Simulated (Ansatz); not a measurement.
Base system: CsPbBr₃ in the cubic perovskite structure (space group Pm-3m, No. 221; a = 5.8721 Å).

Computed with PBEsol/PAW in Ansatz (a program for electronic structure), no spin-orbit coupling.

Strains are applied to the cell and any free atomic positions relax.

One change was made to it. Results:

```tsv
quantity	base	after
hole mass	0.13 mₑ (at R)	0.17 mₑ (at R)
pressure	0.00 GPa	-1.29 GPa
mean gap deformation potential ΔEg/Δln V	–	+3.8 eV
electron mass (degenerate bands, along [100])	0.077, 0.74, 0.74 mₑ (at R)	0.088, 0.82, 0.82 mₑ (at R)
energy relative to the base (free energy F)	0 meV/atom	+13 meV/atom
```

Q: Which of these changes matches the shifts?
(A) isotropic strain +1.20 %
(B) isotropic strain +3.00 %
(C) isotropic strain +0.60 %
(D) isotropic strain +2.40 %

A: D, isotropic strain +2.40 %. For comparison, the electron mass in the other runs: isotropic strain +1.20 % gives 0.083, 0.78, 0.78 mₑ (at R); isotropic strain +3.00 % gives 0.091, 0.84, 0.84 mₑ (at R); isotropic strain +0.60 % gives 0.080, 0.76, 0.76 mₑ (at R).

Spin-orbit coupling, missing from the scalar runs, can matter with Pb. Masses are band curvatures over ±0.01 Å⁻¹ around the edge. Whether these cells are dynamically stable was not tested. Many cubic perovskites are stable only at high temperature; tilts and polar distortions were not tested. This is not the structure that CsPbBr3 has at room temperature and ambient pressure.
